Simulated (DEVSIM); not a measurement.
Structure: Co/Si3N4/p-Ge capacitor, at 400 K.

```csv
layer (left to right),material,thickness (nm),Na (cm⁻³)
1,Si3N4,5.00,-
2,Ge,2100,8e16
```

Metal gate on the left, work function 5 eV. Fixed charge at the semiconductor interface 2.8e12 cm⁻² (in units of +e); no interface traps.

This is a model device: material constants are rounded textbook-type values typed into the input, and sizes, dopings and lifetimes were drawn at random. Values at 300 K; Nc and Nv go as T^1.5, mobilities as T to minus their exponent, the gap by Varshni's rule with the affinity fixed.

```csv
parameter,Si3N4,Ge
gap (eV),5.1,0.664
affinity (eV),2.1,4
permittivity,7.5,16
Nc (cm⁻³),-,1.04e19
Nv (cm⁻³),-,6e18
Varshni α (eV/K),-,0.000477
Varshni β (K),-,235
```

Model (solved in DEVSIM): 1D Poisson equation in equilibrium, Boltzmann statistics, complete ionisation; no quantum confinement or tunnelling. Metal contacts follow the ideal Schottky-Mott rule: no Fermi-level pinning, no interface dipoles.

Task: Tabulate band edges, carrier densities and field at 0.45 V on the gate.

Result: Energies count from the Fermi level of the right contact; mesh points crowd at the junctions.

```csv
x (μm),Ec (eV),Ev (eV),n (cm⁻³),p (cm⁻³),field (V/cm)
0.000,2.450,-2.650,< 1e2,< 1e2,-560000
0.001009,2.393,-2.707,< 1e2,< 1e2,-560000
0.002500,2.310,-2.790,< 1e2,< 1e2,-560000
0.003974,2.227,-2.873,< 1e2,< 1e2,-560000
0.005262,0.271,-0.353,6.2e15,3.3e14,53000
0.006836,0.279,-0.345,4.8e15,4.2e14,52000
0.009942,0.295,-0.329,3.1e15,6.6e14,49000
0.01959,0.338,-0.286,8.8e14,2.3e15,40000
0.03702,0.395,-0.229,1.7e14,1.2e16,26000
0.07141,0.446,-0.178,3.8e13,5.3e16,6900
0.1414,0.460,-0.164,2.6e13,7.9e16,220
0.3712,0.460,-0.164,2.5e13,8.0e16,≈ 0
0.7519,0.460,-0.164,2.5e13,8.0e16,≈ 0
1.357,0.460,-0.164,2.5e13,8.0e16,≈ 0
1.825,0.460,-0.164,2.5e13,8.0e16,≈ 0
1.968,0.460,-0.164,2.5e13,8.0e16,≈ 0
2.038,0.460,-0.164,2.5e13,8.0e16,≈ 0
2.074,0.460,-0.164,2.5e13,8.0e16,≈ 0
2.094,0.460,-0.164,2.5e13,8.0e16,≈ 0
2.100,0.460,-0.164,2.5e13,8.0e16,≈ 0
2.103,0.460,-0.164,2.5e13,8.0e16,≈ 0
2.105,0.460,-0.164,2.5e13,8.0e16,≈ 0
```
